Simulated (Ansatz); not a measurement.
SiO2 (P4₁2₁2, No. 92) was calculated with PBE in Ansatz (plane waves, PAW).

Numerical settings: plane-wave cutoff 520 eV, 8×8×6 k mesh (along the axes of the cell as run), Fermi–Dirac smearing 0.01 eV, scalar-relativistic PAW data made under PBE.

Cell (measured lattice):

```cif
data_O8Si4
_chemical_formula_sum 'Si4 O8'
_space_group_name_H-M_alt 'P41212'
_space_group_IT_number 92
_space_group_name_Hall 'P 4abw 2nw'
_cell_length_a 4.95700
_cell_length_b 4.95700
_cell_length_c 6.89030
_cell_angle_alpha 90.000
_cell_angle_beta 90.000
_cell_angle_gamma 90.000
loop_
_atom_site_label
_atom_site_type_symbol
_atom_site_symmetry_multiplicity
_atom_site_Wyckoff_symbol
_atom_site_fract_x
_atom_site_fract_y
_atom_site_fract_z
_atom_site_occupancy
Si1 Si 4 a 0.30470 0.30470 0.00000 1
O1 O 8 b 0.23810 0.11090 0.18260 1
```

**Question.** Estimate the band gap that the calculation returns.

**Answer.** 
band gap: 5.77 eV (direct)

Note: cell and atoms aren't relaxed at this level (largest force component 0.49 eV/Å, pressure 6.0 GPa).

Computed values are for the static lattice.

Cost on a shared machine: very roughly 80 core-seconds.

Ansatz is an electronic-structure program.
